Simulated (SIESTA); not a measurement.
Input and output of a self-consistent single point for a (001) slab of YCu5 (cut from a parent of space group no. 191; 12 atoms in the cell) (SIESTA)

Computed with LDA PW92, numerical atomic orbitals DZP, PseudoDojo LDA standard norm-conserving potentials (rewritten from UPF to PSML) (SIESTA).

Input:

```
# files in the folder: Y.psml Cu.psml (PseudoDojo LDA standard)
SystemName  Cu5Y
SystemLabel Cu5Y

NumberOfAtoms                12
NumberOfSpecies              2
%block ChemicalSpeciesLabel
  1 39 Y
  2 29 Cu
%endblock ChemicalSpeciesLabel
LatticeConstant              1.0 Ang
%block LatticeVectors
     4.987692000    0.000000000    0.000000000
    -2.493846000    4.319468000    0.000000000
     0.000000000    0.000000000   20.032098000
%endblock LatticeVectors
AtomicCoordinatesFormat      Ang
%block AtomicCoordinatesAndAtomicSpecies
     0.000000000    0.000000000    9.010698098  1
    -0.000002494    2.879646773    9.010698098  2
     2.493848494    1.439821227    9.010698098  2
     2.493846000    0.000000000    6.999996293  2
     1.246923000    2.159734000    6.999996293  2
    -1.246923000    2.159734000    6.999996293  2
     0.000000000    0.000000000   13.032101707  1
    -0.000002494    2.879646773   13.032101707  2
     2.493848494    1.439821227   13.032101707  2
     2.493846000    0.000000000   11.021399902  2
     1.246923000    2.159734000   11.021399902  2
    -1.246923000    2.159734000   11.021399902  2
%endblock AtomicCoordinatesAndAtomicSpecies

XC.functional                LDA
XC.authors                   PW92
PAO.BasisSize                DZP
PAO.EnergyShift              0.01 Ry
MeshCutoff                   300 Ry
%block kgrid.MonkhorstPack
    4   0   0  0.0
    0   4   0  0.0
    0   0   1  0.0
%endblock kgrid.MonkhorstPack
OccupationFunction           FD
ElectronicTemperature        0.1 eV

MaxSCFIterations             150
SCF.Mixer.Method             Pulay
SCF.Mixer.Weight             0.1
SCF.Mixer.History            6
SCF.DM.Tolerance             1.0E-04
Diag.ParallelOverK           true
WriteForces                  true
Charge.Mulliken              end
```

Output, abridged:

```
reinit: Reading from file input.fdf

reinit: System Name: Cu5Y
reinit: System Label: Cu5Y

coor:   Atomic-coordinates input format  =     Cartesian coordinates
coor:                                          (in Angstroms)

siesta: Atomic coordinates (Bohr) and species
siesta:      0.00000   0.00000  17.02775  1        1
siesta:     -0.00000   5.44174  17.02775  2        2
siesta:      4.71269   2.72087  17.02775  2        3
siesta:      4.71269   0.00000  13.22808  2        4
siesta:      2.35634   4.08131  13.22808  2        5
siesta:     -2.35634   4.08131  13.22808  2        6
siesta:      0.00000   0.00000  24.62710  1        7
siesta:     -0.00000   5.44174  24.62710  2        8
siesta:      4.71269   2.72087  24.62710  2        9
siesta:      4.71269   0.00000  20.82743  2       10
siesta:      2.35634   4.08131  20.82743  2       11
siesta:     -2.35634   4.08131  20.82743  2       12

siesta: System type = slab

initatomlists: Number of atoms, orbitals, and projectors:     12   228   216

siesta: ******************** Simulation parameters ****************************
redata: Spin configuration                          = none
redata: Time-Reversal Symmetry                      = T
redata: Number of Atomic Species                    =        2
redata: Mesh Cutoff                                 =   300.0000 Ry
redata: Net charge of the system                    =     0.0000 |e|
redata: Min. number of SCF Iter                     =        0
redata: Max. number of SCF Iter                     =      150
redata: SCF convergence failure will abort job
redata: SCF mix quantity                            = Hamiltonian
redata: Mix DM or H after convergence               =   F
redata: Recompute H after scf cycle                 =   F
redata: Mix DM in first SCF step                    =   T
redata: No kicks to SCF
redata: DM Mixing Weight for Kicks                  =     0.5000
   [... lines left out ...]
diag: Parallel distribution                         =     1 x     1
diag: Used triangular part                          = Lower
diag: Absolute tolerance                            =  0.100E-15
diag: Orthogonalization factor                      =  0.100E-05
diag: Memory factor                                 =  1.0000

superc: Internal auxiliary supercell:     5 x     5 x     1  =      25
superc: Number of atoms, orbitals, and projectors:    300   5700   5400

                        Single-point calculation

superc: Internal auxiliary supercell:     5 x     5 x     1  =      25
superc: Number of atoms, orbitals, and projectors:    300   5700   5400

outcell: Unit cell vectors (Ang):
        4.987692    0.000000    0.000000
       -2.493846    4.319468    0.000000
        0.000000    0.000000   20.032098

outcell: Cell vector modules (Ang)   :    4.987692    4.987692   20.032098
outcell: Cell angles (23,13,12) (deg):     90.0000     90.0000    120.0000
outcell: Cell volume (Ang**3)        :    431.5750
new_DM -- step:     1
Initializing Density Matrix...

Attempting to read DM from file... Failed...
DM filled with atomic data:

InitMesh: MESH = 48 x 48 x 216 = 497664
InitMesh: Mesh cutoff (required, used) =   300.000   321.334 Ry

stepf: Fermi-Dirac step function
        iscf     Eharris(eV)        E_KS(eV)     FreeEng(eV)     dDmax    Ef(eV) dHmax(eV)
   scf:    1   -50417.614256   -52678.051718   -52679.148391  4.203926  2.085737115.869399
   scf:    2   -41172.792807   -49790.015852   -49790.423448  2.301372 -0.610939343.075076
   scf:    3   -52601.762506   -53621.049629   -53621.406791  2.113819 -2.990294 57.746245
   scf:    4   -53673.814059   -53735.865716   -53736.142103  0.460485 -2.723721 21.979027
   scf:    5   -53759.042508   -53753.338879   -53753.620175  0.118386 -3.139049  9.155511
   scf:    6   -53761.237846   -53758.603101   -53758.893057  0.136726 -3.251371  3.928010
   [... 10 lines left out ...]
   scf:   17   -53760.317594   -53760.317670   -53760.622925  0.000450 -3.278517  0.008635
   scf:   18   -53760.317763   -53760.317719   -53760.622934  0.000304 -3.277083  0.003308
   scf:   19   -53760.317776   -53760.317748   -53760.622934  0.000120 -3.277122  0.001690
   scf:   20   -53760.317769   -53760.317759   -53760.622935  0.000056 -3.277420  0.001449
   scf:   21   -53760.317787   -53760.317773   -53760.622935  0.000047 -3.277218  0.000537
SCF Convergence by DM+H criterion
max |DM_out - DM_in|         :     0.0000470229
max |H_out - H_in|      (eV) :     0.0005369602
SCF cycle converged after 21 iterations

Using DM_out to compute the final energy and forces

siesta: E_KS(eV) =           -53760.3178

siesta: E_KS - E_eggbox =    -53760.3178

siesta: Atomic forces (eV/Ang):
     1    0.000000   -0.000000   -0.219640
     2    0.000012   -0.000008   -0.184121
     3   -0.000012    0.000008   -0.184121
     4    0.000000    0.000000    0.740738
     5    0.000000   -0.000000    0.740744
     6   -0.000000   -0.000000    0.740738
     7   -0.000000   -0.000000   -0.762900
     8    0.000009   -0.000005   -0.427248
     9   -0.000009    0.000005   -0.427248
    10    0.000000    0.000000   -0.008736
    11   -0.000000    0.000000   -0.008736
    12    0.000000    0.000000   -0.008736
   Tot   -0.000000   -0.000000   -0.009265
   Max    0.762900
   Res    0.274340    sqrt( Sum f_i^2 / 3N )
   Max    0.762900    constrained

Stress tensor Voigt[x,y,z,yz,xz,xy] (kbar):       58.04       58.04       40.90        0.00       -0.00        0.00
(Free)E + p*V (eV/cell)   -53774.7180
Target enthalpy (eV/cell)   -53760.6229

siesta: Program's energy decomposition (eV):
siesta: Ebs     =     -7932.464642
siesta: Eions   =     66664.624939
siesta: Ena     =      3798.452186
siesta: Ekin    =     24213.937156
siesta: Enl     =     -8881.182659
siesta: Eso     =         0.000000
siesta: Edftu   =         0.000000
siesta: DEna    =       436.239414
siesta: DUscf   =        25.369835
siesta: DUext   =         0.000000
siesta: Ex      =     -6192.508049
siesta: Ec      =      -496.000717
siesta: Exc     =     -6688.508766
siesta: Eharris =    -53760.317787
siesta: Etot    =    -53760.317773
siesta: FreeEng =    -53760.622935

siesta: Atomic forces (eV/Ang):
siesta:      1    0.000000   -0.000000   -0.219640
siesta:      2    0.000012   -0.000008   -0.184121
siesta:      3   -0.000012    0.000008   -0.184121
siesta:      4    0.000000    0.000000    0.740738
siesta:      5    0.000000   -0.000000    0.740744
siesta:      6   -0.000000   -0.000000    0.740738
   [... lines left out ...]
siesta: Cell volume =        431.575045 Ang**3
siesta:         -52.32653998        -38.69478773  kBar
   [... lines left out ...]
              0.254   1.769   1.748   1.781   1.748   1.769   0.119   0.138

              0.138   0.138   0.119
  10 19.161   1.987   0.971  -0.319   2.013   2.009   2.007   0.368   0.370
              0.314   1.732   1.750   1.734   1.744   1.758   0.145   0.140

              0.145   0.152   0.140
  11 19.161   1.987   0.971  -0.319   2.009   2.009   2.012   0.327   0.370
              0.354   1.752   1.745   1.734   1.748   1.739   0.141   0.149

              0.145   0.143   0.144
  12 19.161   1.987   0.971  -0.319   2.009   2.009   2.012   0.327   0.370
              0.354   1.752   1.745   1.734   1.748   1.739   0.141   0.149

              0.145   0.143   0.144

mulliken: Qtot =      212.000

Mulliken Atomic Populations:
Atom #   charge [q] valence [e]  Species
     1    -0.183772   11.183772  Y
     2    -0.030422   19.030422  Cu
     3    -0.030422   19.030422  Cu
     4     0.113099   18.886901  Cu
     5     0.113099   18.886901  Cu
     6     0.113099   18.886901  Cu
     7    -0.156076   11.156076  Y
     8     0.271957   18.728043  Cu
     9     0.271957   18.728043  Cu
    10    -0.160841   19.160841  Cu
    11    -0.160839   19.160839  Cu
    12    -0.160841   19.160841  Cu
 Total    -0.000000

siesta: Electric dipole (a.u.)  =    0.000000    0.000000    0.237135
siesta: Electric dipole (Debye) =    0.000000    0.000000    0.602738
```

The run converged in 21 iterations.

The starting cell comes from a database of computed structures (which also holds hypothetical and non-ambient phases and stackings), without a prior relaxation at this level. The slab is cut from that crystal, and its faces are unrelaxed. Its lattice was rescaled by up to half a per cent. Spin polarisation is off. Values carry the incompleteness of an atom-centred basis.

Cost on one core of a shared machine: roughly 50 s.
